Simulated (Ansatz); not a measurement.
Start from Bi in the diamond structure (space group Fd-3m, No. 227; a = 7.165 Å; a hypothetical phase, not in the database extracts checked).

It is then changed as follows: cell and atoms relaxed at a pressure of 7.5 GPa.

Levels (all Ansatz, a first-principles code, PAW): PBEsol (420 eV, spin-orbit coupling left out); PBEsol+SOC (420 eV, spin-orbit coupling included).

The geometry is relaxed with PBEsol.

- PBEsol pressure: 7.5 GPa

Question: What does PBEsol+SOC give at this geometry for the pressure?

Answer: The pressure goes up by 0.8 GPa to 8.3 GPa.

Single points use the geometry relaxed with PBEsol. Differences between runs with and without spin-orbit coupling are approximate. Load acts through the strain it causes; cell and atoms are relaxed under it. Stability against distortions was not tested. No other phases were tried under pressure.
